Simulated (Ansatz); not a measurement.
**What pressure 9 GPa does to Ni2Si**

Consider Ni₂Si (space group Pnma, No. 62; a = 4.916 Å, b = 3.698 Å, c = 7.008 Å; non-magnetic).

Modification: a hydrostatic pressure of 9 GPa.

Calculations: PBEsol/PAW in Ansatz (a first-principles code), spin-orbit coupling left out. Settings: 8×10×6 k-points, 0.05 eV Fermi–Dirac smearing.

* **Volume per atom**: 10.22 Å³ (base 10.62 Å³)
* **Shortest interatomic distance**: 2.269 Å (base 2.291 Å)
* **Enthalpy H = E + PV relative to the base's energy**: +0.58 eV/atom
* **Band gap**: zero (base zero)

Load acts through the strain it causes; cell and atoms are relaxed under it. No phonon test of stability was made. Competing high-pressure phases were not computed. Starting moments died away, wholly or in part, for the base; another magnetic solution may exist. The final runs are not spin-polarised.
